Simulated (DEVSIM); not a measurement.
**illuminated Ge n-on-p cell, one wavelength**

System: illuminated Ge n-on-p cell, one wavelength, at 300 K.

| layer (left to right) | material | thickness (μm) | Nd (cm⁻³) | Na (cm⁻³) | τn (s) | τp (s) | absorption coefficient (cm⁻¹) |
|---|---|---|---|---|---|---|---|
| 1 | Ge | 0.270 | 9.2e17 | - | 1e-6 | 1.3e-7 | 1300 |
| 2 | Ge | 160 | - | 3.6e14 | 1.1e-6 | 1.1e-6 | 1300 |

Left contact: ohmic, minority hole recombination velocity 100 cm/s. Right contact: ohmic, minority electron recombination velocity 6e6 cm/s. Voltage is applied to the left contact. Recombination: SRH at mid-gap, radiative, Auger. Light enters at the left, 7.8e17 photons cm⁻² s⁻¹, one pass, no reflection. Mobility is constant in doping.

This is a model device: material constants are rounded textbook-type values typed into the input, and sizes, dopings and lifetimes were drawn at random. Values at 300 K.

```csv
parameter,Ge
gap (eV),0.664
affinity (eV),4
permittivity,16
Nc (cm⁻³),1.04e19
Nv (cm⁻³),6e18
μn (cm²/Vs),3900
μp (cm²/Vs),1900
B (cm³/s),6.4e-14
Cn (cm⁶/s),1e-31
Cp (cm⁶/s),1e-31
```

Model (solved in DEVSIM): 1D drift-diffusion, Boltzmann statistics, complete ionisation; no tunnelling, impact ionisation, image-force lowering or self-heating.

The potential step across the device at zero bias is 0.350 V, the largest field in the device at zero bias comes out as 45000 V/cm and the dark forward voltage at 1 A/cm² is 0.199 V. The dark forward voltage at 100 A/cm² is 0.494 V, the short-circuit current is 118 mA/cm² and the open-circuit voltage comes out as 0.104 V. The fill factor is 0.45, the largest power comes out as 5.54 mW/cm² and the share of generated pairs collected at short circuit comes out as 0.942.

Current under light (generator sign):

```csv
V (V),J (mA/cm²)
0.00,118
0.02,114
0.04,107
0.06,91.6
0.08,63.2
0.10,13.1
0.12,-69.4
```

Dark forward current:

```json
[
 {"V (V)": "-0.05", "J (A/cm²)": "-0.011"},
 {"V (V)": "-0.10", "J (A/cm²)": "-0.075"},
 {"V (V)": "-0.15", "J (A/cm²)": "-0.32"},
 {"V (V)": "-0.20", "J (A/cm²)": "-1.0"},
 {"V (V)": "-0.25", "J (A/cm²)": "-2.7"},
 {"V (V)": "-0.30", "J (A/cm²)": "-6.4"},
 {"V (V)": "-0.35", "J (A/cm²)": "-14"},
 {"V (V)": "-0.40", "J (A/cm²)": "-28"},
 {"V (V)": "-0.45", "J (A/cm²)": "-56"},
 {"V (V)": "-0.50", "J (A/cm²)": "-110"},
 {"V (V)": "-0.55", "J (A/cm²)": "-200"},
 {"V (V)": "-0.60", "J (A/cm²)": "-360"},
 {"V (V)": "-0.65", "J (A/cm²)": "-610"},
 {"V (V)": "-0.70", "J (A/cm²)": "-970"},
 {"V (V)": "-0.75", "J (A/cm²)": "-1400"},
 {"V (V)": "-0.80", "J (A/cm²)": "-1900"},
 {"V (V)": "-0.85", "J (A/cm²)": "-2400"}
]
```
